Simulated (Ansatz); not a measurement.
# Cd(GaSe2)2: band gap against strain

Cd(GaSe2)2 (I-4, 25.251 Å³/atom and stress up to 0.01 GPa in the relaxed cell, c along z) under an equal strain ε along all three axes. PBEsol in Ansatz, a plane-wave DFT program (PAW, default set), 420 eV, 8×8×8 Γ-centred mesh, Fermi-Dirac smearing 0.05 eV; ions are relaxed, or left where forces stay under 0.02 eV/Å, within the symmetry of each cell. Gaps are the smallest over the k-mesh and a band path, without spin-orbit coupling; in all rows the valence edge lies at Γ and the conduction edge at Γ.

Here s stands for strain and Eg for gap.

| strain (%) | gap (eV) |
|---|---|
| -3.00 | ? |
| -2.25 | 1.427 |
| -1.50 | 1.410 |
| -0.75 | 1.390 |
| 0.00 | 1.366 |

Q: Fit Eg against s with a straight line, and predict the withheld value at s = -3.00.

A: Means: s -1.1250, Eg 1.3982. About the means, the sum of products is -0.076125 and the sum of squares of s is 2.8125; the slope is their ratio. Least squares gives Eg = 1.3678 - 0.02707·s. Residuals (row less fit): -0.0017, 0.0016, 0.0019, -0.0018; standard error 0.0025 (degrees of freedom: 2). Over these rows the gap moves by -2.7 ± 0.1 eV per unit strain, or -0.9 eV per unit of ln V. At the withheld row, Eg = 1.3678 - 0.02707 × (-3.00) = 1.4490 eV. The calculation gives 1.439 eV, 0.0100 eV below the prediction (13.7 % of the range of Eg in the table). The row lies outside the fitted rows, so this is an extrapolation. From the scatter of the fitted rows alone, a prediction at this place has a standard error of 0.0039 eV, so the miss is 2.6 times that.

The start is a measured cell from the literature; how it stands against other phases or cation orders wasn't checked. Other structures, which can take over under pressure, weren't tried. Spin-orbit coupling is left out, which can shift this property for Cd(GaSe2)2. Rows are the converged runs of the series near zero and its far end; series whose fitted rows scatter by over a few per cent of the range, as at a crossing or softening among them, aren't shown in this form, nor equations of state whose B0' disagrees with the runs' pressures. Most that stay on the fit to the last digits aren't either.
